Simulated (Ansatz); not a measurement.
Ansatz (a quantum-chemistry and plane-wave program) run on Os (P6_3/mmc, 4 atoms in the cell): self-consistent single point.

Level of theory: LDA (PW92), default PAW files made with PBE (plane waves; Ansatz).

```
Os
1.0
    2.75459     0.00000     0.00000
   -1.37729     2.38555     0.00000
    0.00000     0.00000     8.86291
Os
4
Cartesian
  0.00000   0.00000   0.00000
  0.00000   0.00000   4.43146
  0.00000   1.59036   2.21573
  1.37730   0.79518   6.64718
```

Reference input (self-consistent single point, DFT, PBE, plane waves, default PAW files): kpoints.mp_grid.grid = 9 9 3; hamiltonian.xc = pbe; hamiltonian.pseudopotentials = {kind: paw} (the program's default PAW files); scf.occupations.method = gaussian; scf.occupations.width = 0.1 eV. This run's input differs from it in these lines:

Ansatz 0.2 input:
```diff
@@ -13,3 +13,3 @@
 hamiltonian:
-  xc: pbe
+  xc: lda
   pseudopotentials: { kind: paw }
```

Output (repeated stretches shortened):

```
SCF iter   1: F=—  HF=-44473.292427 eV  |F-HF|=—  |Δ(HF+E_count)|=         —  Δρ=8.84e-3  dr2=1.57e-2  ethr=1.77e-3  ⟨swp⟩=5.5  Hψ=3069  notcnv=0
all-band conjugate gradients solve this SCF's bands
preconditioner: auto → Kerker (q_TF=auto, 2.772 Å⁻¹)
SCF iter   2: F=—  HF=-44473.294140 eV  |F-HF|=—  |Δ(HF+E_count)|=   1.71e-3  Δρ=4.93e-3  dr2=4.75e-3  ethr=2.46e-5  ⟨swp⟩=2.0  Hψ=1290  notcnv=0
SCF iter   3: F=—  HF=-44473.294449 eV  |F-HF|=—  |Δ(HF+E_count)|=   3.10e-4  Δρ=3.20e-4  dr2=3.77e-5  ethr=7.42e-6  ⟨swp⟩=1.3  Hψ=969  notcnv=0
SCF iter   4: F=—  HF=-44473.294443 eV  |F-HF|=—  |Δ(HF+E_count)|=   6.44e-6  Δρ=7.47e-5  dr2=3.45e-6  ethr=5.89e-8  ⟨swp⟩=2.0  Hψ=1272  notcnv=0
SCF iter   5: F=—  HF=-44473.294442 eV  |F-HF|=—  |Δ(HF+E_count)|=   9.98e-7  Δρ=1.90e-5  dr2=2.03e-7  ethr=5.40e-9  ⟨swp⟩=2.2  Hψ=1206  notcnv=0
SCF iter   6: F=-44473.294442 eV  HF=-44473.294442 eV  |F-HF|=8.00e-10  |Δ(HF+E_count)|=   2.76e-8  Δρ=2.66e-6  dr2=3.06e-9  ethr=1.56e-10  ⟨swp⟩=6.1  Hψ=3205  notcnv=0
SCF 1 converged in 6 iterations: F = -44473.294442 eV  dr2 = 3.06e-9
Free energy (F): -44473.294442 eV
Internal energy: -44473.273429 eV  (E = F + TS)
E sigma→0 (E₀):  -44473.283935 eV
Entropy (-TS):   -0.021013 eV (-5.253 meV/atom)
Fermi energy:    24.446628 eV
--- Forces (eV/Å), atoms counted from 1 ---
  atom   1  Os    -0.00000000     0.00000000     0.00000000
   [... zero for the other atoms too ...]
--- Stress (GPa, compression-positive) ---
      -21.842484       0.000000       0.000000
       -0.000000     -21.842484       0.000000
        0.000000       0.000000     -23.131857
  P = ⅓ Tr σ = -22.2723 GPa (-222.723 kbar)
  The stress holds the Pulay correction. Without it, at fixed plane waves, as pw.x and ABINIT print it: P = -22.3130 GPa
```

The run converged in 6 iterations. Against the reference run the pressure goes from -6.06 to -22.27 GPa.

The starting cell was generated: these elements placed on a structure prototype, without a prior relaxation; it need not be a known phase or ordering of this composition. Its lattice was rescaled by a random factor within 2.5 % of one. Spin polarisation is off. With a pressure of about -22 GPa the cell is away from its equilibrium volume at this level. Ansatz's pressure includes its estimate of the finite-basis (Pulay) stress.
